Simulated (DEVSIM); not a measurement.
Structure: abrupt Si p-n junction, at 300 K.

```csv
layer (left to right),material,thickness (μm),Nd (cm⁻³),Na (cm⁻³),τn (s),τp (s)
1,Si,1.40,-,9.4e15,4.2e-6,4.2e-6
2,Si,12.0,1.8e16,-,4.2e-6,4.2e-6
```

Left contact: ohmic. Right contact: ohmic. Voltage is applied to the left contact. Recombination: SRH at mid-gap. Mobility is constant in doping.

The device is made up for the run: typed textbook-type constants, with dimensions and the other settings drawn at random. Values at 300 K.

```csv
parameter,Si
gap (eV),1.124
affinity (eV),4.05
permittivity,11.7
Nc (cm⁻³),2.86e19
Nv (cm⁻³),3.1e19
μn (cm²/Vs),1417
μp (cm²/Vs),470
```

Model (solved in DEVSIM): 1D drift-diffusion, Boltzmann statistics, complete ionisation; no tunnelling, impact ionisation, image-force lowering or self-heating.

The thickness of layer 1 was swept, all else fixed.

| thickness of layer 1 (μm) | dark forward voltage at 1 A/cm² (V) | dark forward voltage at 100 A/cm² (V) |
|---|---|---|
| 0.28 | 0.496 | 0.653 |
| 0.49 | 0.519 | 0.674 |
| 0.84 | 0.536 | 0.689 |
| 1.4 | 0.551 | 0.701 |
| 2.4 | 0.565 | 0.717 |
| 4.2 | 0.580 | 0.733 |
| 7 | 0.592 | 0.747 |

From the first row to the last the dark forward voltage at 1 A/cm² goes from 0.496 to 0.592. From the first row to the last the dark forward voltage at 100 A/cm² goes from 0.653 to 0.747.
